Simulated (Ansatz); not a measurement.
Base system: Lu in the hcp (Mg type) structure (space group P6_3/mmc, No. 194; a = 3.506 Å, c = 5.482 Å; relaxed with 0.1 eV smearing). Axes: x lies along a and z along c of the hexagonal cell.

Method: DFT with PBE, PAW potentials and a 420 eV plane-wave cutoff in Ansatz (a first-principles code), without spin-orbit coupling.

Base values:

```
Quantity   Result
--------  -------
Pressure  0.0 GPa
```

The change: compressive biaxial strain of 0.36 % in the plane normal to [001], as in epitaxy on a mismatched substrate; the out-of-plane cell vector and the atoms relax.

Problem. What happens to the pressure and out-of-plane strain?

Solution. The pressure (mean of the normal stresses, compression positive) goes from zero to 0.3 GPa; the out-of-plane strain is +0.18 %.

Stability against distortions was not tested.
